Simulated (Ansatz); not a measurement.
## How far PBE and PBEsol part for hypothetical simple cubic Ni, pressure 7.5 GPa

The parent structure is Ni in the simple cubic structure (space group Pm-3m, No. 221; a = 2.3298 Å; ferromagnetic; a hypothetical phase, not in the database extracts checked).

(Cell as relaxed with PBE.)

Levels (all Ansatz, a program for electronic structure, PAW): PBE (420 eV, spin-orbit coupling left out); PBEsol (420 eV, no SOC).

Each level relaxes its own structure.

```json
[
 {"base": "volume per atom", "PBE": "12.65 Å³", "PBEsol": "12.00 Å³"},
 {"base": "lattice parameter a", "PBE": "2.330 Å", "PBEsol": "2.289 Å"},
 {"base": "band gap", "PBE": "zero", "PBEsol": "zero"},
 {"base": "largest site moment", "PBE": "0.59 μB", "PBEsol": "0.53 μB"}
]
```

Now apply this change: cell and atoms relaxed at a pressure of 7.5 GPa.

```csv
quantity,PBE,PBEsol
largest site moment,0.51 μB,0.48 μB
shortest interatomic distance,2.293 Å,2.258 Å
magnetic state,ferromagnetic,ferromagnetic
```

PBE's shortest interatomic distance lies 0.035 Å above PBEsol's (1.5 %); the two agree on the magnetic state. Neither level is exact; PBEsol is the comparison here, not a measurement.

Other magnetic orders, which the real material may have, were not ruled out. Load acts through the strain it causes; cell and atoms are relaxed under it. Whether these cells are dynamically stable was not tested. Competing high-pressure phases were not computed.
